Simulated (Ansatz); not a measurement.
Here is the system:

```xyz
5
Lattice="3.9007 0.0000 0.0000 0.0000 3.9007 0.0000 0.0000 0.0000 3.9007" Properties=species:S:1:pos:R:3 pbc="T T T"
Ba     0.0000     0.0000     0.0000
Ti     1.9504     1.9504     1.9504
O      0.0000     1.9504     1.9504
O      1.9504     1.9504     0.0000
O      1.9504     0.0000     1.9504
```

No spin polarisation.

Computed with r2SCAN (Ansatz, an electronic-structure program; PAW; 500 eV plane waves; no spin-orbit coupling). k-mesh 8×8×8 (Γ-centred); smearing 0.05 eV (Fermi–Dirac).

Task: Predict the gap character and smallest direct gap.

Result: The gap character comes out as indirect, R → Γ and the smallest direct gap is 2.37 eV.

Load acts through the strain it causes; cell and atoms are relaxed under it. Whether these cells are dynamically stable was not tested. Competing high-pressure phases were not computed. The final runs are not spin-polarised. The cell was made from BaTiO3 in the cubic perovskite structure (space group Pm-3m, No. 221) by this change: pressure 15 GPa. Many cubic perovskites are stable only at high temperature; tilts and polar distortions were not tested. This is not the structure that BaTiO3 has at room temperature and ambient pressure.
